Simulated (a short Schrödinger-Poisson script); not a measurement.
Structure: MOS inversion layer, HfO2 on p-type Si(100), at 300 K.

```tsv
layer	material	thickness (nm)	Na (cm⁻³)
1	HfO2	13.3	-
2	Si	1700	6.7e16
```

The device is made up for the run: typed textbook-type constants, with dimensions and the other settings drawn at random. HfO2: permittivity 22, conduction-band edge (eV) 1.55, gap (eV) 5.7, electron mass (mₑ) 0.2. Si: permittivity 11.7, conduction-band edge (eV) 0, gap (eV) 1.124, Nv at 300 K (cm⁻³) 3.1e19.

Channel valleys (confinement mass, in-plane density-of-states mass, number): Δ2 0.916, 0.19, 2; Δ4 0.19, 0.417, 4. At the gate the conduction-band edge of layer 1 lies 1.69 eV − eVg above the Fermi level of the channel; the field vanishes at the back. Gaps are held at their typed values at every temperature. Mesh 0.03 nm at interfaces.

Solved with a short Schrödinger-Poisson script written for these runs: 1D Poisson equation in equilibrium, electrons quantum, Hartree (BenDaniel-Duke, 12 states a valley, the channel's in-plane mass for all, wave functions ending at the dielectric), parabolic valleys, classical holes, full ionisation, no traps, pinning or gate leakage.

At Vg = 1.7 V the centroid of the electrons lies 1.72 nm from the interface.

Task: Estimate the gate capacitance as the dielectric in series with that distance, and compare.

Result: The dielectric alone has 1.46 μF/cm²; in series with 1.72 nm of the channel's permittivity, 1.18 μF/cm²; the run gives 1.25 μF/cm². The estimate leaves out the density-of-states capacitance and the centroid's move with voltage.
